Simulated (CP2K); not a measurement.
Band structure of LiCd3 (P6_3/mmc, 8 atoms in the cell).

```
LiCd3
1.0
    6.11013     0.00000     0.00000
   -3.05506     5.29153     0.00000
    0.00000     0.00000     4.84924
Li Cd
2 6
Direct
  0.66667   0.33333   0.25000
  0.33333   0.66667   0.75000
  0.83012   0.16988   0.75000
  0.16988   0.83012   0.25000
  0.66024   0.83012   0.25000
  0.33976   0.16988   0.75000
  0.83012   0.66024   0.75000
  0.16988   0.33976   0.25000
```

Level of theory: PBEsol, GPW, DZVP-MOLOPT-SR-GTH basis, GTH-PBE potentials (GTH_POTENTIALS) (CP2K).

Settings: CUTOFF = 500 Ry; REL_CUTOFF = 50 Ry; SMEAR/METHOD = FERMI_DIRAC; ELECTRONIC_TEMPERATURE = 1578.21 K; KPOINTS/SCHEME = MONKHORST-PACK 4 4 5; GAMMA_CENTERED = T; XC_FUNCTIONAL = PBE:PBESOL; Li/BASIS_SET = DZVP-MOLOPT-SR-GTH-q3; Li/POTENTIAL = GTH-PBE-q3; Cd/BASIS_SET = DZVP-MOLOPT-SR-GTH-q12; Cd/POTENTIAL = GTH-PBE-q12; METHOD = GPW; EPS_DEFAULT = 1e-10; EXTRAPOLATION = USE_GUESS.

The starting cell comes from a database of computed structures (which also holds hypothetical and non-ambient phases and stackings), without a prior relaxation at this level. Values carry the incompleteness of an atom-centred basis. The potentials were made for another functional than the one used.

Levels in eV from the Fermi level, bands 36 to 41:
```tsv
point	36	37	38	39	40	41
Γ	-2.21	-2.21	-2.14	-1.75	-1.71	1.27
M	-3.43	0.06	0.47	0.75	1.42	2.09
K	-0.38	-0.38	0.16	0.52	1.03	1.03
A	-1.24	-1.11	-1.11	-1.11	-1.11	0.12
L	-4.57	-1.99	-1.99	-1.19	-1.19	3.82
H	-4.55	-3.43	-3.43	0.99	0.99	2.15
```

Bands cross the Fermi level along this path, so the cell is metallic at this level.

Higher empty bands are left out: an atom-centred basis made for the valence describes them poorly.
